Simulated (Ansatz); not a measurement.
# Sc in the hcp (Mg type) structure (space group P6_3/mmc, No. 194)

```
CELL_PARAMETERS angstrom
      3.27714     0.00000     0.00000
     -1.63857     2.83808     0.00000
      0.00000     0.00000     5.08539
ATOMIC_POSITIONS crystal
  Sc 0.66667 0.33333 0.25000
  Sc 0.33333 0.66667 0.75000
```

The values are results of Ansatz (a program for electronic structure) PBEsol, no spin-orbit coupling, not measurements. k-mesh 16×16×9 (Γ-centred); smearing 0.05 eV (Fermi–Dirac).

The volume per atom comes out as 23.65 Å³, the density is 3.16 g/cm³ and the band gap comes out as zero. The total energy comes out as -2111.369 eV/atom (σ→0; compares only within this code and set-up).

No phonon test of stability was made. The final runs are not spin-polarised.
